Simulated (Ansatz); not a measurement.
Cu₃Si (I4/mmm, No. 139, 4 atoms in the cell; start mp-972828), treated with PBEsol (Ansatz, an electronic-structure program, PAW).

Numerical settings: plane-wave cutoff 520 eV, 22×22×22 k mesh, Fermi–Dirac smearing 0.05 eV, no spin polarisation, scalar-relativistic PAW data made under PBE.

Cell (relaxed at this level):

```cif
data_Cu3Si
_chemical_formula_sum 'Si1 Cu3'
_space_group_name_H-M_alt 'P 1'
_space_group_IT_number 1
_cell_length_a 4.38486
_cell_length_b 4.38486
_cell_length_c 4.38486
_cell_angle_alpha 131.730
_cell_angle_beta 131.730
_cell_angle_gamma 70.655
loop_
_space_group_symop_operation_xyz
  'x, y, z'
loop_
_atom_site_label
_atom_site_type_symbol
_atom_site_fract_x
_atom_site_fract_y
_atom_site_fract_z
_atom_site_occupancy
Si1 Si 0.00000 0.00000 0.00000 1
Cu1 Cu 0.75000 0.25000 0.50000 1
Cu2 Cu 0.25000 0.75000 0.50000 1
Cu3 Cu 0.50000 0.50000 0.00000 1
```

Question: Predict the bulk modulus B0.

Answer: 
- bulk modulus B0 = 168 GPa

Note: the run has no spin polarisation, so it can have missed a magnetic state; the bulk modulus is −V dP/dV from two relaxed cells at ±2 % in volume; the relaxation could not lower the start's symmetry, so the cell can be a saddle point above a distorted one.

The computed numbers hold no vibrational or temperature effects.

Computing time: roughly 5 core-minutes.

A start named mp-… is a Materials Project structure, which need not be a measured phase.
